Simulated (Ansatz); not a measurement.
Band structure of AlNi (Pm-3m, 2 atoms in the cell).

```
CELL_PARAMETERS angstrom
      2.82139     0.00000     0.00000
      0.00000     2.82139     0.00000
      0.00000     0.00000     2.82139
ATOMIC_POSITIONS crystal
  Al 0.50000 0.50000 0.50000
  Ni 0.00000 0.00000 0.00000
```

Computed with PBE (plane waves, PAW; Ansatz, a program for electronic structure).

Settings: kpoints.mp_grid.grid = 9 9 9; hamiltonian.xc = pbe; hamiltonian.pseudopotentials = {kind: paw} (the program's default PAW files); scf.occupations.method = gaussian; scf.occupations.width = 0.272 eV; kpoints.band_path.npoints = 8.

The starting cell comes from a database of computed structures (which also holds hypothetical and non-ambient phases and stackings), without a prior relaxation at this level. Its lattice was rescaled by a random factor within 2.5 % of one. Spin polarisation is off.

Levels in eV from the Fermi level, bands 7 to 14:
```json
[
 {"point": "Γ", "7": "-3.58", "8": "-1.70", "9": "-1.70", "10": "-1.70", "11": "5.74", "12": "5.74", "13": "5.74", "14": "8.27"},
 {"point": "X", "7": "-3.05", "8": "-2.47", "9": "-2.47", "10": "-1.60", "11": "-0.70", "12": "8.27", "13": "10.25", "14": "10.25"},
 {"point": "M", "7": "-3.10", "8": "-3.10", "9": "-2.29", "10": "-2.29", "11": "-1.12", "12": "1.55", "13": "2.77", "14": "12.95"},
 {"point": "R", "7": "-4.46", "8": "-1.08", "9": "-1.08", "10": "1.89", "11": "1.89", "12": "1.89", "13": "4.24", "14": "4.71"}
]
```

Bands cross the Fermi level along this path, so the cell is metallic at this level.

Keys are those of Ansatz 0.2.
